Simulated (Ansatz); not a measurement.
Input and output of a relaxation of the atoms for YSi₂ (P1, 6 atoms in the cell) (Ansatz, a quantum-chemistry and plane-wave program).

Method of the run: LDA (PW92), default PAW files made with PBE (plane waves; Ansatz).

The change in words: one atom moved by 0.15 angstrom; relax: default → atoms; relax.f_tol: default → 0.005 eV/Å. Reference geometry:
```
CELL_PARAMETERS angstrom
      2.79853    -2.79733     0.00000
      2.79853     2.79733     0.00000
     -2.69519     0.00000     7.29223
ATOMIC_POSITIONS crystal
  Y  0.62554 0.37446 0.75000
  Y  0.37446 0.62554 0.25000
  Si 0.04299 0.79141 0.58513
  Si 0.95701 0.20859 0.41487
  Si 0.20859 0.95701 0.91487
  Si 0.79141 0.04299 0.08513
```

Reference input (self-consistent single point, DFT, LDA (PW92), plane waves, default PAW files made with PBE): basis.ecutwfc = 420 eV; kpoints.mp_grid.grid = 8 8 4; hamiltonian.xc = lda; hamiltonian.pseudopotentials = {kind: paw} (the program's default PAW files); scf.occupations.method = gaussian; scf.occupations.width = 0.1 eV. This run's input differs from it in these lines:

```diff
@@ -7,3 +7,3 @@
   atoms:
-    - { symbol: Y, position: [0.62554000, 0.37446000, 0.75000000] }
+    - { symbol: Y, position: [0.63544500, 0.38436500, 0.77057000] }
     - { symbol: Y, position: [0.37446000, 0.62554000, 0.25000000] }
@@ -26,2 +26,4 @@
     width: 0.1
+relax:
+  f_tol: 0.005
 output:
```

Log, with long lists cut:

```
   [... SCF lines of the steps left out ...]
relax step   1: F+E_penalty+E_count = -9929.44620811 eV  Δ(F+E_penalty+E_count) = +0.000e0 eV  max|allowed force component| = 4.692e-1 eV/Å  Δτ_max = 0.0000 Å  (6 SCF iters, dr2 threshold 6.25e-7 eV, accepted)
relax step   2: F+E_penalty+E_count = -9929.48009705 eV  Δ(F+E_penalty+E_count) = -3.389e-2 eV  max|allowed force component| = 9.092e-2 eV/Å  Δτ_max = 0.1496 Å  (5 SCF iters, dr2 threshold 1.38e-5 eV, accepted)
relax step   3: F+E_penalty+E_count = -9929.48258703 eV  Δ(F+E_penalty+E_count) = -2.490e-3 eV  max|allowed force component| = 2.013e-2 eV/Å  Δτ_max = 0.0254 Å  (5 SCF iters, dr2 threshold 5.17e-7 eV, accepted)
relax step   4: F+E_penalty+E_count = -9929.48264553 eV  Δ(F+E_penalty+E_count) = -5.849e-5 eV  max|allowed force component| = 3.373e-3 eV/Å  Δτ_max = 0.0041 Å  (5 SCF iters, accepted)
Stability not checked: this state was not tested for a lower state beside it, because too few of the mixer's solves of this state at the end of the SCF gave a …
Free energy (F): -9929.482646 eV
Internal energy: -9929.465563 eV  (E = F + TS)
E sigma→0 (E₀):  -9929.474104 eV
Entropy (-TS):   -0.017083 eV (-2.847 meV/atom)
Fermi energy:    10.838850 eV
--- Forces (eV/Å), atoms counted from 1 ---
  atom   1  Y     -0.00061774    -0.00019290     0.00039496
  atom   2  Y     -0.00048045    -0.00012289     0.00014454
  atom   3  Si     0.00243508     0.00337222     0.00007897
  atom   4  Si     0.00337261     0.00247705    -0.00126118
  atom   5  Si    -0.00263350    -0.00267582    -0.00027952
   [... lines left out ...]
    - { symbol: Si, position: [0.04375798820126911, 0.7929974686287022, 0.5895816408238207] }
    - { symbol: Si, position: [0.9595701942438628, 0.20953393732373587, 0.41728540413768733] }
    - { symbol: Si, position: [0.2099025217908436, 0.9599631083396292, 0.9172758200288722] }
    - { symbol: Si, position: [0.7933561260324253, 0.04395983364002166, 0.08957348995058427] }
```

The run converged.  The full log also holds: “iter 5 did not close the SCF: its close was put off for the readings that it lacked (scf_convergence_deferred on its scf_iter line)”.

Summary of the result:
```
Item                                                     Value
-----------------------------------------------  -------------
Free energy E − TS (on the zero of these files)  -9929.4826 eV
Fermi level (on the code's own zero)                  10.84 eV
Pressure                                             -3.58 GPa
Largest force (vector length)                       0.004 eV/Å
Relaxation steps                                             4
```

The starting cell comes from a database of computed structures (which also holds hypothetical and non-ambient phases and stackings), without a prior relaxation at this level. Its lattice was rescaled by up to half a per cent. For this run, on top of that: one atom moved by 0.15 angstrom. Ansatz's pressure includes its estimate of the finite-basis (Pulay) stress.

Cost on one core of a shared machine: roughly 2 min.

Keys are those of Ansatz 0.2.
